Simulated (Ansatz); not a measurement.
## Formation enthalpy of TaGe (model structure, started from the NbAs type, I4₁md, No. 109, 4 atoms in the cell) at several levels of theory

No measured value is used here.

| level (code) | value (eV/atom) |
|---|---|
| PBE (Ansatz) | -0.019 |
| PBEsol (Ansatz) | -0.072 |
| PBE-D3(BJ) (Ansatz) | -0.056 |

Density-functional levels without +SOC have no spin–orbit coupling, which shifts binding energies of heavy elements. Each level is taken at its own relaxed cell. Ansatz's density-functional and Hartree–Fock values are scalar-relativistic unless marked +SOC, with PAW data made under PBE.

A model structure was made by putting elements into a prototype or built by hand; it is no filed structure, need not be a known phase, and can be a saddle point held by its symmetry.

Ansatz is a quantum-chemistry and plane-wave program.
